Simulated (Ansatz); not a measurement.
Checking a run of Ansatz (a quantum-chemistry and plane-wave program) on Rh (P6_3/mmc, 4 atoms in the cell). The aim is a self-consistent single point with DFT, PBEsol, plane waves, default PAW files made with PBE.

Cell that was meant: a = 2.7004 Å, b = 2.7004 Å, c = 8.6887 Å, α = 90.00°, β = 90.00°, γ = 120.00°.

Part of the input:

Ansatz 0.2 input:
```yaml
    - [0.000000, 0.000000, 8.688664]
  atoms:
    - { symbol: Rh, position: [0.000000, 0.000000, 0.000000] }
    - { symbol: Rh, position: [0.000000, 0.000000, 4.344332] }
    - { symbol: Rh, position: [-0.000001, 1.559097, 2.172166] }
    - { symbol: Rh, position: [1.350218, 0.779547, 6.516498] }
kpoints:
  mp_grid: { grid: [11, 11, 3] }
hamiltonian:
```

The program printed (abridged):

```
WARN basis.ecutwfc = 420 eV, the default
WARN ansatz: RAYON_NUM_THREADS=1 ignored (pool sized by the plan → 1); use --threads N
   [... lines left out ...]
k-points: 182 of 363 (time reversal used)
PAW frozen core: Rh, regenerated for the run's functional, and the local potential with it
Initial density: superposition of atomic densities (neutral atoms: chi_scale 0, normalization atom), corrected by the library's trained network
Initial wavefunctions: pseudopotential atomic-orbital guess
Eigensolver: davidson
Functional: x = pbesol(κ = 0.804, μ = 0.12345679012345678), c = pbesol(β = 0.046)
SCF iter   1: F=—  HF=-25337.292567 eV  |F-HF|=—  |Δ(HF+E_count)|=         —  Δρ=4.22e-2  dr2=2.23e0  ethr=1.77e-3  ⟨swp⟩=8.6  Hψ=34769  notcnv=0  defer=12
all-band conjugate gradients solve this SCF's bands
preconditioner: auto → LDOS
SCF iter   2: F=—  HF=-25337.125886 eV  |F-HF|=—  |Δ(HF+E_count)|=   1.67e-1  S|Δr|=    0.00e0  Δρ=1.60e-2  dr2=1.63e-1  ethr=1.77e-3  ⟨swp⟩=2.0  Hψ=9851  notcnv=0  defer=298
   [... lines left out ...]
SCF iter   8: F=—  HF=-25337.103461 eV  |F-HF|=—  |Δ(HF+E_count)|=   8.82e-7  S|Δr|=    0.00e0  Δρ=5.33e-5  dr2=2.51e-6  ethr=1.45e-8  ⟨swp⟩=2.1  Hψ=10455  notcnv=0  defer=298
SCF iter   9: F=—  HF=-25337.103461 eV  |F-HF|=—  |Δ(HF+E_count)|=   3.08e-7  S|Δr|=    0.00e0  Δρ=1.85e-5  dr2=2.08e-7  ethr=3.70e-9  ⟨swp⟩=2.3  Hψ=10375  notcnv=0  defer=298
SCF iter  10: F=-25337.103461 eV  HF=-25337.103461 eV  |F-HF|=1.21e-8  |Δ(HF+E_count)|=   3.17e-8  S|Δr|=    0.00e0  Δρ=6.14e-6  dr2=1.74e-8  ethr=1.47e-10  ⟨swp⟩=12.7  Hψ=33587  notcnv=0
SCF 1 converged in 10 iterations: F = -25337.103461 eV  dr2 = 1.74e-8
Stability not checked (fill_not_monotonic)
Free energy (F): -25337.103461 eV
Internal energy: -25337.104340 eV  (E = F + TS)
E sigma→0 (E₀):  -25337.103754 eV
Entropy (-TS):   0.000879 eV (0.220 meV/atom)
Fermi energy:    22.829998 eV
--- Forces (eV/Å), atoms counted from 1 ---
  atom   1  Rh    -2.65677917     4.46526385   -21.46651614
  atom   2  Rh    -5.73361015     6.02783907     4.18786994
  atom   3  Rh     5.42703110    -8.55178465    -0.10821126
  atom   4  Rh     2.96335076    -1.94130458    17.38679732
--- Stress (GPa, compression-positive) ---
      125.314824     -63.454452      12.451881
      -63.454452     164.311583     -10.128789
       12.451884     -10.128800     257.518167
  P = ⅓ Tr σ = 182.3815 GPa (1823.815 kbar)
  The stress holds the Pulay correction. Without it, at fixed plane waves, as pw.x and ABINIT print it: P = 182.1721 GPa
```

Problem. Is anything amiss in this input, and did it matter?

Solution. The run is not sound. The fault is fractional and Cartesian coordinates mixed up. Numbers meant as fractions of the cell vectors were read as lengths, or the reverse, so the atoms sit in the wrong places. To fix it, make label and numbers agree, by changing either. The run converged in 10 iterations without an error; against the sound input the free energy rises by 4.44 eV/atom, the pressure goes from -3.95 to 182.4 GPa and the largest force goes from 0.000 to 22.09 eV/Å.

The sound input it was made from differs as follows (other fixes are possible):
```diff
-    - { symbol: Rh, position: [0.000000, 0.000000, 4.344332] }
-    - { symbol: Rh, position: [-0.000001, 1.559097, 2.172166] }
-    - { symbol: Rh, position: [1.350218, 0.779547, 6.516498] }
+    - { symbol: Rh, position: [0.000000, 0.000000, 0.500000] }
+    - { symbol: Rh, position: [0.333333, 0.666667, 0.250000] }
+    - { symbol: Rh, position: [0.666667, 0.333333, 0.750000] }
```

With that input, the run converged in 6 iterations: free energy E − TS (on the zero of these files) -25354.8766 eV; Fermi level (on the code's own zero) 22.32 eV; pressure -3.95 GPa (DFT, PBEsol, plane waves, default PAW files made with PBE).

On the sound input: the starting cell was generated: these elements placed on a structure prototype, without a prior relaxation; it need not be a known phase or ordering of this composition. Spin polarisation is off. With a pressure of about -4 GPa the cell is away from its equilibrium volume at this level. Ansatz's pressure includes its estimate of the finite-basis (Pulay) stress.
